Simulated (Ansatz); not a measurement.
Base system: Li2Se in the anti-fluorite structure (space group Fm-3m, No. 225; a = 5.945 Å).

Level of theory: PBEsol, PAW, 420 eV (Ansatz, a first-principles code; no spin-orbit coupling).

Base values:

```
Item                  Result
-------------------  -------
Smallest direct gap  3.36 eV
```

The change: an isotropic linear strain of +1.00 %, atoms relaxed at fixed cell.

Q: How does this affect the mean gap deformation potential ΔEg/Δln V, energy relative to the base and smallest direct gap?

A: The mean gap deformation potential ΔEg/Δln V amounts to +0.9 eV; the energy increases by 1.7 meV/atom; the smallest direct gap shrinks by 0.12 eV to 3.24 eV.

No phonon test of stability was made.
